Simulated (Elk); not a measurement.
Worked example: self-consistent single point of Sr (Fm-3m, 1 atom in the cell) in Elk.

Method of the run: PBE, all-electron FP-LAPW, Elk's shipped species files, APW+lo basis with extra local orbitals run with Elk.

The change in words: lattice scaled by 0.98. Reference geometry:
```
CELL_PARAMETERS angstrom
      0.00000     3.03361     3.03361
      3.03361     0.00000     3.03361
      3.03361     3.03361     0.00000
ATOMIC_POSITIONS crystal
  Sr 0.00000 0.00000 0.00000
```

Reference input (self-consistent single point, DFT, PBE, all-electron FP-LAPW, Elk's shipped species files, APW+lo basis with extra local orbitals): xctype = 20; rgkmax = 8; stype = 3; swidth = 0.00367493 Ha; ngridk = 8 8 8; gmaxvr = 14 1/bohr; nxlo = 2; lorbcnd = true; lmaxi = 3. This run's input differs from it in these lines:

```diff
@@ -28,5 +28,5 @@
 avec
-    0.0000000000    5.7326826203    5.7326826203
-    5.7326826203    0.0000000000    5.7326826203
-    5.7326826203    5.7326826203    0.0000000000
+    0.0000000000    5.6180291569    5.6180291569
+    5.6180291569    0.0000000000    5.6180291569
+    5.6180291569    5.6180291569    0.0000000000
```

The program printed (abridged):

```
│ Self-consistent loop started │
│ Loop number : 1 │
 total energy                :     -3181.98749427
│ Loop number : 2 │
 total energy                :     -3181.96938629
RMS change in Kohn-Sham potential (target) :   0.1089672507     (  0.1000000000E-05)
Absolute change in total energy (target)   :   0.1810798200E-01 (  0.1000000000E-03)
│ Loop number : 3 │
 total energy                :     -3181.01746975
RMS change in Kohn-Sham potential (target) :   0.5736176268E-01 (  0.1000000000E-05)
Absolute change in total energy (target)   :   0.9564435359     (  0.1000000000E-03)
│ Loop number : 4 │
   [... lines left out ...]
Absolute change in total energy (target)   :   0.5796714868E-03 (  0.1000000000E-03)
│ Loop number : 12 │
 total energy                :     -3179.91885904
RMS change in Kohn-Sham potential (target) :   0.1952344546E-06 (  0.1000000000E-05)
Absolute change in total energy (target)   :   0.1532492965E-03 (  0.1000000000E-03)
│ Loop number : 13 │
 total energy                :     -3179.91885404
RMS change in Kohn-Sham potential (target) :   0.4086076568E-07 (  0.1000000000E-05)
Absolute change in total energy (target)   :   0.4331744276E-04 (  0.1000000000E-03)
Convergence targets achieved

│ Loop number : 14 │

Energies :
 Fermi                       :     0.136630822851
 total energy                :     -3179.91885401

Density of states at Fermi energy :    28.57478939
 (states/Hartree/unit cell)

Estimated indirect band gap :   0.5988794719E-02
 from k-point     20 to k-point     29
Estimated direct band gap   :   0.1291991833E-01
 at k-point     20

Charges :
 core                        :    28.00000000
 valence                     :    10.00000000
 interstitial                :    2.084512305
 muffin-tins (core leakage)
  species :    1 (Sr)
   atom    1                 :    35.91548770     (  0.2884927721E-04)
 total in muffin-tins        :    35.91548770
 total calculated charge     :    38.00367560
 total charge                :    38.00000000
 error                       :   0.3675604962E-02

│ Self-consistent loop stopped │
```

The run converged in 14 iterations. The count includes the last loop, which Elk runs after its targets are met. Against the reference run the free energy goes up by 5.0 meV/atom.

The starting cell comes from a database of computed structures (which also holds hypothetical and non-ambient phases and stackings), without a prior relaxation at this level. For this run, on top of that: lattice scaled by 0.98. Values depend on the basis (sphere radii, cutoffs, local orbitals), which need not be converged. The log's line on a gap gives a spacing of levels on this mesh, which the program prints for metals too.
